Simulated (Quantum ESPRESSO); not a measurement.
# Habitual settings against a tight run: a (001) slab of ZrB2 (cut from a parent of space group no. 191; 6 atoms in the cell)

Self-consistent single point.

```yaml
crystal:
  lattice:
    - [3.16372, 0.00000, 0.00000]
    - [-1.58186, 2.73986, 0.00000]
    - [0.00000, 0.00000, 19.32860]
  atoms:
    - { symbol: Zr, position: [0.00000, 0.00000, 0.45405] }
    - { symbol: Zr, position: [0.00000, 0.00000, 0.63784] }
    - { symbol: B, position: [0.33333, 0.66667, 0.36216] }
    - { symbol: B, position: [0.66667, 0.33333, 0.36216] }
    - { symbol: B, position: [0.33333, 0.66667, 0.54595] }
    - { symbol: B, position: [0.66667, 0.33333, 0.54595] }
```

Method of the run: LDA (PW92), PseudoDojo standard norm-conserving (LDA) pseudopotentials (plane waves; Quantum ESPRESSO).

Base settings: ecutwfc = 80 Ry; occupations = smearing; smearing = cold; degauss = 0.019992 Ry; mixing_mode = local-TF; potentials = {Zr: Zr.upf, B: B.upf}; K_POINTS = automatic 10 10 1 0 0 0; conv_thr = 1e-11 Ry; mixing_beta = 0.4.

Tight run (finer mesh or higher cutoff; not a proven limit): ecutwfc: 80 Ry → 112 Ry; conv_thr: 1e-11 Ry → 7.3e-11 Ry; K_POINTS: automatic 10 10 1 0 0 0 → automatic 14 14 1 0 0 0. It gave Fermi level (on the code's own zero) 2.24 eV; pressure averaged over the cell with its vacuum -5.61 GPa; largest force (vector length) 1.260 eV/Å.

Quick runs, as changes from the base:
- A: the base itself
- B: ecutwfc: 80 Ry → 56 Ry; conv_thr: 1e-11 Ry → 7.3e-06 Ry; K_POINTS: automatic 10 10 1 0 0 0 → automatic 8 8 1 0 0 0
- C: degauss: 0.019992 Ry → 0.036749 Ry; K_POINTS: automatic 10 10 1 0 0 0 → automatic 4 4 1 0 0 0
- D: ecutwfc: 80 Ry → 56 Ry; conv_thr: 1e-11 Ry → 7.3e-06 Ry; K_POINTS: automatic 10 10 1 0 0 0 → automatic 4 4 1 0 0 0
- E: ecutwfc: 80 Ry → 40 Ry; K_POINTS: automatic 10 10 1 0 0 0 → automatic 2 2 1 0 0 0
- F: ecutwfc: 80 Ry → 40 Ry; K_POINTS: automatic 10 10 1 0 0 0 → automatic 8 8 1 0 0 0

Energies are extrapolated to zero smearing width, which holds to low order in the width alone (under cold and Methfessel-Paxton smearing the free energy itself is taken).

Dashes: time of E, under 30 s.

The count of work is k-points × plane waves × bands × iterations; it is no time. Core times come from one kind of shared machine and are given to one figure; runs under 30 s give none.

The starting cell comes from a database of computed structures (which also holds hypothetical and non-ambient phases and stackings), without a prior relaxation at this level. The slab is cut from that crystal, and its faces are unrelaxed. Its lattice was rescaled in the plane by a random factor within 2.5 % of one. Spin polarisation is off, though cut faces can carry moments; the slab shows no gap. The two faces of this cut differ, and no dipole correction was used. In the base run, forces exceed 1 eV/Å.

| run | energy less tight (meV/atom) | largest miss in a force vector (eV/Å) | count of work / tight | core time / tight (rough) |
|---|---|---|---|---|
| A | 0.9 | 0.039 | 0.39 | 0.3 |
| B | 16.9 | 0.042 | 0.095 | 0.07 |
| C | 9.0 | 0.338 | 0.12 | 0.1 |
| D | 33.4 | 0.607 | 0.053 | 0.04 |
| E | 296.5 | 0.385 | 0.028 | – |
| F | 240.9 | 0.083 | 0.090 | 0.04 |

Among the runs at the tight run's level, the energy misses run from 0.9 to 296.5 meV/atom.
